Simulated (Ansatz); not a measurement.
Take GaS in the beta-GaS type structure (space group P6_3/mmc, No. 194; layered, stacked along the Cartesian z axis) as the base.

GaS is taken in the hexagonal space group P6₃/mmc (No. 194), Pearson symbol hP8. Cell: a = b = 3.534 Å, c = 15.039 Å, α = β = 90.00°, γ = 120.00°. Ga on 4f is surrounded by 3 S at 2.314 Å (trigonal pyramidal). S on 4f is surrounded by 3 Ga at 2.314 Å (trigonal pyramidal). (Neighbours: up to the widest gap in distance over summed covalent radii, below 1.35, at either atom; cation-cation and far metal-metal contacts left out.)

The values are results of plane-wave PAW DFT at the PBEsol-D3(BJ) level (Ansatz, a quantum-chemistry and plane-wave program, 420 eV), scalar-relativistic without spin-orbit coupling, not measurements.

One change was made to it. Results:

The lattice parameter a drops by 0.1957 Å, from 3.534 Å to 3.339 Å; the c/a ratio decreases by 0.0956, from 4.255 to 4.160.

**Question.** Name the change that was made.
A) pressure 7 GPa
B) pressure 50 GPa
C) pressure 15 GPa

**Answer.** C, pressure 15 GPa. For comparison, the lattice parameter a in the other runs: pressure 50 GPa gives 3.068 Å; pressure 7 GPa gives 3.430 Å.

The mesh was chosen for an insulator and is coarse for the gapless case. Load acts through the strain it causes; cell and atoms are relaxed under it. Whether these cells are dynamically stable was not tested. Competing high-pressure phases were not computed. All final runs are without spin polarisation.
